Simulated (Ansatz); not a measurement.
## CsCl-type YCu (cell taken from a computed entry)

All values below come from r²SCAN (plane waves, PAW; Ansatz, a program for electronic structure).

Settings: plane-wave cutoff 560 eV, 16×16×16 k mesh, Fermi–Dirac smearing 0.05 eV, no spin polarisation, scalar-relativistic PAW data made under PBE.

Cell (relaxed at this level):

```
CELL_PARAMETERS angstrom
      3.46302     0.00000     0.00000
      0.00000     3.46302     0.00000
      0.00000     0.00000     3.46302
ATOMIC_POSITIONS crystal
  Y  0.00000 0.00000 0.00000
  Cu 0.50000 0.50000 0.50000
```

```
Property              Value
------------  -------------
band gap      zero (no gap)
bulk modulus       74.9 GPa
```

Note: the relaxation could not lower the start's symmetry, so the cell can be a saddle point above a distorted one; the bulk modulus is −V dP/dV from two relaxed cells at ±2 % in volume.

Spin–orbit coupling is not included.

The computed numbers hold no vibrational or temperature effects.
